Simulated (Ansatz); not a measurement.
Consider the energy of the reaction as written. Reaction: 1/2 cell B + 1/2 Cl2 (gas) → cell A. A negative value means that the right-hand side lies lower.

Cell A: a slab of Al (fcc, Fm-3m) cut along (111), 9 atoms, hexagonal cell of 2.86 Å (7.1 Å²), symmetry P-3m1, 17.4 Å thick under 15 Å of vacuum, in-plane vectors held at the crystal's; planes from bottom to top: Cl | Al × 7 | Cl; added, foreign or displaced atoms, above the top plane and below the bottom plane: two times Cl bound to 3 Al at 2.41 Å; spin state with PBE: run without spin, k-point mesh 18×18×1.
```
CELL_PARAMETERS angstrom
      2.85750     0.00000     0.00000
      1.42875     2.47466     0.00000
      0.00000     0.00000    32.78253
ATOMIC_POSITIONS crystal
  Al 0.00000 0.00000 0.28895
  Al 0.33333 0.33333 0.35750
  Al 0.66667 0.66667 0.42933
  Al 0.00000 0.00000 0.50000
  Al 0.33333 0.33333 0.57067
  Al 0.66667 0.66667 0.64250
  Al 0.00000 0.00000 0.71105
  Cl 0.33333 0.33333 0.76477
  Cl 0.66667 0.66667 0.23523
```

Cell B: a slab of Al (fcc, Fm-3m) cut along (111), 16 atoms, oblique cell of 5.71 × 2.86 Å (14.1 Å²), symmetry P2/m, 17.7 Å thick under 15 Å of vacuum, in-plane vectors held at the crystal's; planes from bottom to top: Cl | Al2 × 7 | Cl; added, foreign or displaced atoms, above the top plane and below the bottom plane: two times Cl bound to 1 Al at 2.38 Å; spin state with PBE: run without spin, k-point mesh 9×18×1.
```yaml
crystal:
  lattice:
    - [5.71499, 0.00000, 0.00000]
    - [1.42875, 2.47466, 0.00000]
    - [0.00000, 0.00000, 32.78253]
  atoms:
    - { symbol: Al, position: [0.01008, 0.98992, 0.28728] }
    - { symbol: Al, position: [0.16239, 0.33761, 0.35986] }
    - { symbol: Al, position: [0.83135, 0.66865, 0.42851] }
    - { symbol: Al, position: [0.00000, 0.00000, 0.50000] }
    - { symbol: Al, position: [0.16865, 0.33135, 0.57149] }
    - { symbol: Al, position: [0.83761, 0.66239, 0.64014] }
    - { symbol: Al, position: [0.98992, 0.01008, 0.71272] }
    - { symbol: Al, position: [0.47882, 0.02118, 0.28707] }
    - { symbol: Al, position: [0.66420, 0.33580, 0.35526] }
    - { symbol: Al, position: [0.33697, 0.66303, 0.42923] }
    - { symbol: Al, position: [0.50000, 0.00000, 0.50000] }
    - { symbol: Al, position: [0.66303, 0.33697, 0.57077] }
    - { symbol: Al, position: [0.33580, 0.66420, 0.64474] }
    - { symbol: Al, position: [0.52118, 0.97882, 0.71293] }
    - { symbol: Cl, position: [0.22899, 0.27101, 0.77050] }
    - { symbol: Cl, position: [0.77101, 0.72899, 0.22950] }
```

Reference: an isolated Cl2 molecule (singlet) in a box of 11 × 11 × 14 Å.

Computed with Ansatz (plane waves, PAW), its default PAW set, cutoff 420 eV, 500 eV for r2SCAN. The structures are at rest with PBE, within the held lattices; other levels are single points on them. Neutral cells; Fermi-Dirac smearing of at most 0.10 eV in the solids, energies taken to zero width. The lattices are those relaxed with PBE, so at other levels the solids can be strained, which adds to the spread. A dispersion term (D3(BJ), or D4 for r2SCAN) was computed beside these levels and is taken off wherever the name lacks it. No zero-point or thermal terms. The structures are the rest points that the relaxations reached, not proven lowest. Values are for these cell sizes. Cell A has symmetry P-3m1 and got no random move, so less symmetric positions, which may lie lower, weren't tried. Cell B has symmetry P2/m and got no random move, so less symmetric positions, which may lie lower, weren't tried.

Problem. Give the value at the level r2SCAN.

Solution. -0.60 eV, for 1/2 cell B + 1/2 Cl2 (gas) → cell A.

Problem. List the value at the remaining levels and say how far they part.

Solution. 
```
Functional  value (eV)  less r2SCAN
----------  ----------  -----------
PBE              -0.28         0.32
```

The levels span 0.32 eV, from r2SCAN (-0.60) to PBE (-0.28).

Ansatz is a program for electronic structure.
